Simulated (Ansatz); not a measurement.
## Ge2Sb2Te5, response to strain

Start from Ge2Sb2Te5 (space group P-3m1, No. 164).

```xyz
9
Lattice="4.2236 0.0000 0.0000 -2.1118 3.6577 0.0000 0.0000 0.0000 16.8718" Properties=species:S:1:pos:R:3 pbc="T T T"
Te     0.0000     0.0000     0.0000
Ge     2.1118     1.2192     1.6932
Ge     0.0000     2.4385    15.1786
Te     0.0000     2.4385     3.3501
Te     2.1118     1.2192    13.5216
Sb     0.0000     0.0000     5.3499
Sb     0.0000     0.0000    11.5218
Te     2.1118     1.2192     7.0711
Te     0.0000     2.4385     9.8007
```

Cartesian axes are those of the cell as printed.

Strains are applied to the cell and any free atomic positions relax; under biaxial strain the out-of-plane vector relaxes too.

Method: PBEsol (Ansatz, a first-principles code; PAW; 420 eV plane waves; no spin-orbit coupling), earlier PAW set.

Notes on the quantities. pressure: mean of the normal stresses, compression positive.

```tsv
change	pressure	band gap	volume per atom
base	0.0 GPa	0.14 eV	28.96 Å³
biaxial strain −1.81 %, plane normal [001], relaxed out of plane	1.0 GPa	zero	28.41 Å³
biaxial strain −1.51 %, plane normal [001], relaxed out of plane	0.9 GPa	zero	28.51 Å³
biaxial strain −0.89 %, plane normal [001], relaxed out of plane	0.51 GPa	0.09 eV	28.69 Å³
biaxial strain +2.15 %, plane normal [001], relaxed out of plane	[?]	0.15 eV	[?]
isotropic strain +0.62 %	-0.72 GPa	0.22 eV	29.50 Å³
isotropic strain +1.42 %	-1.46 GPa	0.33 eV	30.21 Å³
```

Task: Complete the table.

Result: 
- biaxial strain +2.15 %, plane normal [001], relaxed out of plane, pressure: -1.12 GPa
- biaxial strain +2.15 %, plane normal [001], relaxed out of plane, volume per atom: 29.59 Å³

A case with no gap was solved on a k-mesh chosen for an insulator, which is coarse for it. Spin-orbit coupling, missing from the scalar runs, can matter with Sb and Te. No phonon test of stability was made. All final runs are without spin polarisation. The zero or small gap of Ge2Sb2Te5 can change with the level of theory.
